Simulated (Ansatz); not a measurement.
Consider C in the diamond structure (space group Fd-3m, No. 227; a = 3.560 Å). Axes: x, y, z lie along the cube axes.

Perturbation: uniaxial stress, 8 GPa tension along z; all other stress components relax to zero.

Levels (all Ansatz, an electronic-structure program, PAW): r2SCAN (500 eV, no spin-orbit coupling); HSE06+SOC (420 eV, noncollinear with spin-orbit coupling).

The geometry is relaxed with r2SCAN.

```
Quantity                                    Result
----------------------------  --------------------
r2SCAN valence-band top at Γ  0.00, 0.00, -0.13 eV
r2SCAN band gap                            4.24 eV
```

Q: Predict the valence-band top at Γ and band gap from HSE06+SOC.

A: The valence-band top at Γ (three highest Kramers pairs, from the VBM) becomes 0.00, -0.01, -0.13 eV (r2SCAN: 0.00, 0.00, -0.13 eV); the band gap rises by 0.93 eV to 5.17 eV.

Single points use the geometry relaxed with r2SCAN. The hybrid gap comes from the SCF mesh plus the semilocal run's edge points and a few special points and is an upper bound. The spin-orbit shifts are approximate. Load acts through the strain it causes; cell and atoms are relaxed under it. Beyond what the load breaks, stability against distortions was not tested.
